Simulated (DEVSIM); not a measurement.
Device: abrupt Ge p-n junction, at 250 K.

Layer 1 from the left is Ge, thickness (μm) 19.0, Na (cm⁻³) 9.7e16, τn (s) 0.00013, τp (s) 0.00013. Layer 2 from the left is Ge, thickness (μm) 240, Nd (cm⁻³) 1.9e16, τn (s) 0.00013, τp (s) 0.00013.

Left contact: ohmic. Right contact: ohmic. Voltage is applied to the left contact. Recombination: SRH at mid-gap, radiative. Mobility is μmin + (μ − μmin)/(1 + (N/Nref)^α).

This is a model device: material constants are rounded textbook-type values typed into the input, and sizes, dopings and lifetimes were drawn at random. Values at 300 K; Nc and Nv go as T^1.5, mobilities as T to minus their exponent, the gap by Varshni's rule with the affinity fixed.

Ge: gap (eV) 0.664, affinity (eV) 4, permittivity 16, Nc (cm⁻³) 1.04e19, Nv (cm⁻³) 6e18, μn (cm²/Vs) 3900, μp (cm²/Vs) 1900, μn,min 150, μp,min 100, Nref,n 2.6e17, Nref,p 4e17, αn 0.56, αp 0.6, T exponent of μn 1.66, T exponent of μp 2.33, B (cm³/s) 6.4e-14, Varshni α (eV/K) 0.000477, Varshni β (K) 235.

Simulated with DEVSIM: 1D drift-diffusion, Boltzmann statistics, complete ionisation; no tunnelling, impact ionisation, image-force lowering or self-heating.

Dark forward current:

```
|V| (V)  |J| (A/cm²)
-------  -----------
0.05        4.801e-7
0.10        5.348e-6
0.15        5.486e-5
0.20       0.0005588
0.25        0.005688
0.30         0.05773
0.35          0.5694
0.40           4.595
0.45           21.50
0.50           60.29
0.55           125.2
0.60           217.9
0.65           339.5
0.70           490.3
0.75           670.6
0.80           880.5
0.85            1120
0.90            1390
0.95            1689
1.00            2019
```

### Question
Work out the local ideality factor n = ΔV / (kT/q · ln(J2/J1)) between the rows 0.10 and 0.15 V, 0.95 and 1.00 V.

### Answer
kT/q = 21.54 mV. From 0.10 to 0.15 V: ln(5.486e-5/5.348e-6) = 2.328, n = 1.00, near the 1 of diffusion or emission over a barrier. From 0.95 to 1.00 V: ln(2019/1689) = 0.178, n = 13.01.

### Question
Estimate the current at 0.20 V from the Shockley equation with J0 = Σ q ni² D/(N L) coth(W/L), τ joining the SRH, radiative and Auger lifetimes that are on, and W taken as the whole layer.

### Answer
ni² = 6.19e23 cm⁻⁶; electrons in the p layer: μ = 3420 cm²/Vs, D = 73.8 cm²/s, τ = 7.19e-5 s, L = 728 μm, W/L = 0.026, term 3.97e-8 A/cm²; holes in the n layer: μ = 2520 cm²/Vs, D = 54.4 cm²/s, τ = 0.000112 s, L = 781 μm, W/L = 0.31, term 1.22e-8 A/cm². J0 = 5.19e-8 A/cm², and J = J0 exp(qV/kT) = 0.000559 A/cm². The simulation gives 0.000559 A/cm², the same within the digits that matter. The estimate leaves out recombination in the depletion region and that region's share of W.
